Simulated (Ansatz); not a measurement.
Ansatz (an electronic-structure program) run on ZnNi (P4mm, 2 atoms in the cell): self-consistent single point.

Method of the run: PBEsol, default PAW files made with PBE (plane waves; Ansatz).

```
ZnNi
1.0
    2.88046     0.00000     0.00000
    0.00000     2.88046     0.00000
    0.00000     0.00000     2.88046
Zn Ni
1 1
Direct
  0.50000   0.50000   0.51736
  0.00000   0.00000   0.00000
```

Reference input (self-consistent single point, DFT, PBEsol, plane waves, default PAW files made with PBE): basis.ecutwfc = 420 eV; kpoints.mp_grid.grid = 11 11 11; hamiltonian.xc = pbesol; hamiltonian.pseudopotentials = {kind: paw} (the program's default PAW files); scf.occupations.method = gaussian; scf.occupations.width = 0.1 eV. This run's input differs from it in these lines:

Ansatz 0.2 input:
```diff
@@ -12,3 +12,3 @@
   mp_grid:
-    grid: [11, 11, 11]
+    grid: [7, 7, 7]
 hamiltonian:
@@ -20,3 +20,3 @@
     method: gaussian
-    width: 0.1 eV
+    width: 0.02 eV
 output:
```

Log, with long lists cut:

```
SCF iter   1: F=—  HF=-9086.380380 eV  |F-HF|=—  |Δ(HF+E_count)|=         —  Δρ=2.84e-2  dr2=1.23e-1  ethr=1.77e-3  ⟨swp⟩=5.2  Hψ=3331  notcnv=0
all-band conjugate gradients solve this SCF's bands
preconditioner: auto → none
SCF iter   2: F=—  HF=-9086.365495 eV  |F-HF|=—  |Δ(HF+E_count)|=   1.49e-2  Δρ=6.72e-3  dr2=8.65e-3  ethr=4.08e-4  ⟨swp⟩=2.0  Hψ=1230  notcnv=0  defer=3
SCF iter   3: F=—  HF=-9086.364627 eV  |F-HF|=—  |Δ(HF+E_count)|=   8.67e-4  Δρ=1.28e-3  dr2=1.88e-4  ethr=2.88e-5  ⟨swp⟩=2.0  Hψ=926  notcnv=0  defer=3
SCF iter   4: F=—  HF=-9086.364581 eV  |F-HF|=—  |Δ(HF+E_count)|=   4.66e-5  Δρ=4.44e-4  dr2=3.33e-5  ethr=6.28e-7  ⟨swp⟩=2.0  Hψ=1295  notcnv=0  defer=3
SCF iter   5: F=—  HF=-9086.364567 eV  |F-HF|=—  |Δ(HF+E_count)|=   1.37e-5  Δρ=8.20e-5  dr2=7.43e-7  ethr=1.11e-7  ⟨swp⟩=2.0  Hψ=1027  notcnv=0  defer=3
SCF iter   6: F=-9086.364568 eV  HF=-9086.364568 eV  |F-HF|=1.01e-8  |Δ(HF+E_count)|=   7.85e-7  Δρ=2.16e-5  dr2=3.08e-8  ethr=3.33e-10  ⟨swp⟩=6.3  Hψ=3726  notcnv=0
SCF 1 converged in 6 iterations: F = -9086.364568 eV  dr2 = 3.08e-8
Free energy (F): -9086.364568 eV
Internal energy: -9086.363797 eV  (E = F + TS)
E sigma→0 (E₀):  -9086.364183 eV
Entropy (-TS):   -0.000770 eV (-0.385 meV/atom)
Fermi energy:    15.074829 eV
--- Forces (eV/Å), atoms counted from 1 ---
  atom   1  Zn     0.00000000     0.00000000    -0.30213970
  atom   2  Ni     0.00000000     0.00000000     0.30209721
--- Stress (GPa, compression-positive) ---
       -5.985006       0.000000       0.000000
        0.000000      -5.985006       0.000000
        0.000000       0.000000      -6.300425
  P = ⅓ Tr σ = -6.0901 GPa (-60.901 kbar)
  The stress holds the Pulay correction. Without it, at fixed plane waves, as pw.x and ABINIT print it: P = -6.1985 GPa
```

The run converged in 6 iterations. Against the reference run the free energy rises by 2.7 meV/atom, the pressure moves little (-6.15 to -6.09 GPa) and the largest force moves little (0.304 to 0.302 eV/Å).

The starting cell comes from a database of computed structures (which also holds hypothetical and non-ambient phases and stackings), without a prior relaxation at this level. Its lattice was rescaled by up to half a per cent. One atom was moved a little off its site on purpose. Spin polarisation is off. With a pressure of about -6 GPa the cell is away from its equilibrium volume at this level. Ansatz's pressure includes its estimate of the finite-basis (Pulay) stress.
